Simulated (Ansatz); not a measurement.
SrO (Fm-3m), r2SCAN, rigid bands run with Ansatz (an electronic-structure program): N_c = 3.26e19 cm⁻³ at 300 K and an electron conductivity mass of 0.515 mₑ.

Task: For 1e16 electrons per cm³ at 300 K, place the Fermi level, estimate the Seebeck coefficient of a parabolic band with constant τ, and give mobility and conductivity for τ = 5 fs.

Result: The level lies k_BT ln(N_c/n) = 0.209 eV below the conduction-band minimum. S ≈ −(k_B/e)[ln(N_c/n) + 5/2] = -913 μV/K, against -913 μV/K from the full bands (mean over directions). μ = eτ/m = 17.1 cm²/(V·s) and σ = neμ = 0.0274 S/cm. τ is assumed, not computed.

Band transport and this doping are assumed; polarons and phonon drag are left out. Spin-orbit coupling is left out. Geometry: cell and atoms relaxed with PBEsol.
